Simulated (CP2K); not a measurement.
Worked example: self-consistent single point of ZrGeS (P4/nmm, 6 atoms in the cell) in CP2K.

Method: CP2K with PBEsol, GPW, DZVP-MOLOPT-PBE-GTH basis, GTH-PBE potentials (POTENTIAL_UZH).

The change in words: lattice scaled by 0.98. Reference geometry:
```yaml
crystal:
  lattice:
    - [3.54845, 0.00000, 0.00000]
    - [0.00000, 3.54845, 0.00000]
    - [0.00000, 0.00000, 7.87235]
  atoms:
    - { symbol: Zr, position: [0.00000, 0.50000, 0.72519] }
    - { symbol: Zr, position: [0.50000, 0.00000, 0.27481] }
    - { symbol: Ge, position: [0.50000, 0.50000, 0.00000] }
    - { symbol: Ge, position: [0.00000, 0.00000, 0.00000] }
    - { symbol: S, position: [0.00000, 0.50000, 0.37856] }
    - { symbol: S, position: [0.50000, 0.00000, 0.62144] }
```

Reference input (self-consistent single point, DFT PBEsol, GPW, DZVP-MOLOPT-PBE-GTH basis, GTH-PBE potentials (POTENTIAL_UZH)): CUTOFF = 500 Ry; REL_CUTOFF = 40 Ry; SMEAR/METHOD = FERMI_DIRAC; ELECTRONIC_TEMPERATURE = 1578.21 K; KPOINTS/SCHEME = MONKHORST-PACK 7 7 3; XC_FUNCTIONAL = PBE:PBESOL; Zr/BASIS_SET = DZVP-MOLOPT-PBE-GTH-q12; Zr/POTENTIAL = GTH-PBE-q12; Ge/BASIS_SET = DZVP-MOLOPT-PBE-GTH-q4; Ge/POTENTIAL = GTH-PBE-q4; S/BASIS_SET = DZVP-MOLOPT-PBE-GTH-q6; S/POTENTIAL = GTH-PBE-q6. This run's input differs from it in these lines:

```diff
@@ -66,3 +66,3 @@
     &CELL
-      ABC 3.54845000 3.54845000 7.87235100
+      ABC 3.47748100 3.47748100 7.71490400
       ALPHA_BETA_GAMMA 90.00000000 90.00000000 90.00000000
```

The program printed (abridged):

```
 SCF WAVEFUNCTION OPTIMIZATION

  Step     Update method      Time    Convergence         Total energy    Change
     1 NoMix/Diag. 0.20E+00      -     1.25345133      -123.2811242927 -1.23E+02
     2 Broy./Diag. 0.20E+00      -     0.02115426      -122.5032250209  7.78E-01
     3 Broy./Diag. 0.20E+00      -     0.10329920      -121.9241796189  5.79E-01
     4 Broy./Diag. 0.20E+00      -     0.01153568      -121.5751961563  3.49E-01
     5 Broy./Diag. 0.20E+00      -     0.01394943      -121.5399074639  3.53E-02
     6 Broy./Diag. 0.20E+00      -     0.00139834      -121.5593522558 -1.94E-02
   [... 6 lines left out ...]
    13 Broy./Diag. 0.20E+00      -     0.00002605      -121.6121806244  4.41E-05
    14 Broy./Diag. 0.20E+00      -     0.00000182      -121.6121834510 -2.83E-06
    15 Broy./Diag. 0.20E+00      -     0.00000365      -121.6121589811  2.45E-05
    16 Broy./Diag. 0.20E+00      -     0.00000009      -121.6121520935  6.89E-06
  *** SCF run converged in    16 steps ***

  Overlap energy of the core charge distribution:               0.00000001663215
  Self energy of the core charge distribution:               -235.38940763174131
  Core Hamiltonian energy:                                     53.52866046477493
  Hartree energy:                                              79.20878368619087
  Exchange-correlation energy:                                -18.95754681853387
  Electronic entropic energy:                                  -0.00264181130721
  Fermi energy:                                                 0.44432886183165

  Total energy:                                              -121.61215209354242
  Total energy (extrapolated to T->0):                       -121.61083118788882

                     Mulliken Population Analysis

   [... lines left out ...]

 STRESS| Analytical stress tensor [bar]
 STRESS|                        x                   y                   z
 STRESS|      x        2.17041039146E+05  -6.37850026254E-06   4.05745888535E-06
 STRESS|      y       -6.37850026254E-06   2.17041230276E+05  -4.44956796899E-06
 STRESS|      z        4.05745888535E-06  -4.44956796899E-06   2.17906286261E+05
 STRESS| 1/3 Trace                                             2.17329518561E+05
```

The run converged in 16 iterations. Against the reference run the free energy rises by 94.6 meV/atom, the pressure goes from 10.06 to 21.73 GPa and the largest force goes from 0.469 to 0.629 eV/Å.

The starting cell comes from a database of computed structures (which also holds hypothetical and non-ambient phases and stackings), without a prior relaxation at this level. Its lattice was rescaled by a random factor within 2.5 % of one. For this run, on top of that: lattice scaled by 0.98. Values carry the incompleteness of an atom-centred basis. The potentials were made for another functional than the one used. With a pressure of about 22 GPa the cell is away from its equilibrium volume at this level.

Cost on one core of a shared machine: roughly 60 s.
